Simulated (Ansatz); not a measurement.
Base system: PbSe in the rock salt structure (space group Fm-3m, No. 225).

```yaml
crystal:
  lattice:
    - [0.00000, 3.08888, 3.08888]
    - [3.08888, 0.00000, 3.08888]
    - [3.08888, 3.08888, 0.00000]
  atoms:
    - { symbol: Se, position: [0.00000, 0.00000, 0.00000] }
    - { symbol: Pb, position: [0.50000, 0.50000, 0.50000] }
```

Cartesian axes are those of the cell as printed.

Computed with plane-wave PAW DFT at the r2SCAN level (Ansatz, a program for electronic structure, 500 eV), without spin-orbit coupling.

Strains are applied to the cell and any free atomic positions relax; under biaxial strain the out-of-plane vector relaxes too.

One change was made to it. Results:

```csv
quantity,base,after
band gap,0.66 eV,0.69 eV
energy relative to the base (free energy F),0 meV/atom,+1.1 meV/atom
```

Q: Which change produced these results?
(A) biaxial strain +3.29 %, plane normal [111], relaxed out of plane
(B) strain tensor (xx, yy, zz, yz, xz, xy) = (+1.88, −1.50, −0.27, +0.20, −1.91, −0.45) %
(C) isotropic strain +2.00 %
(D) uniaxial strain ε_xx = +1.00 %

A: D, uniaxial strain ε_xx = +1.00 %. For comparison, the band gap in the other runs: isotropic strain +2.00 % gives 0.84 eV; strain tensor (xx, yy, zz, yz, xz, xy) = (+1.88, −1.50, −0.27, +0.20, −1.91, −0.45) % gives 0.41 eV; biaxial strain +3.29 %, plane normal [111], relaxed out of plane gives 0.35 eV.

With Pb present, leaving out spin-orbit coupling can change the band edges. Whether these cells are dynamically stable was not tested.
